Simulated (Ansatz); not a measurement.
Start from TiSi₂ (space group Cmcm, No. 63; a = 3.515 Å, b = 13.348 Å, c = 3.557 Å).

Structures relaxed with Kohn–Sham DFT with the PBEsol functional, run in Ansatz (a quantum-chemistry and plane-wave program) with PAW and 420 eV plane waves, no spin-orbit coupling.

Base:

Simulated powder pattern, Cu Kα, λ = 1.54184 Å (kinematic, ideal powder, no thermal factors, no anomalous dispersion; the 10 strongest lines at most, above 2 %, up to 2θ = 90°):

| 2θ (°) | I/Imax (%) | hkl |
|---|---|---|
| 28.43 | 9.9 | (021) |
| 32.46 | 8.9 | (130) |
| 40.55 | 19 | (060) |
| 41.43 | 100 | (131) |
| 48.25 | 9.2 | (061) |
| 51.37 | 14 | (002) |
| 52.04 | 14 | (200) |
| 67.41 | 7.6 | (062) |
| 67.98 | 7.4 | (260) |
| 76.15 | 8.4 | (202) |

After one change:

Simulated powder pattern, Cu Kα, λ = 1.54184 Å (kinematic, ideal powder, no thermal factors, no anomalous dispersion; the 10 strongest lines at most, above 2 %, up to 2θ = 90°):

| 2θ (°) | I/Imax (%) |
|---|---|
| 29.87 | 8.7 |
| 43.63 | 100 |
| 43.76 | 19 |
| 51.66 | 6.5 |
| 53.69 | 14 |
| 54.49 | 14 |
| 71.67 | 8.2 |
| 72.36 | 7.9 |
| 80.04 | 8.3 |
| 80.30 | 7.5 |

### Question
Which of these changes matches the shifts?
A. pressure 75 GPa
B. pressure 100 GPa
C. pressure 30 GPa
D. pressure 7 GPa

### Answer
C, pressure 30 GPa. Its volume per atom is 11.90 Å³ against 13.91 Å³, and its space group is Cmcm (No. 63).

Load acts through the strain it causes; cell and atoms are relaxed under it. No phonon test of stability was made. Competing high-pressure phases were not computed. The final runs are not spin-polarised.
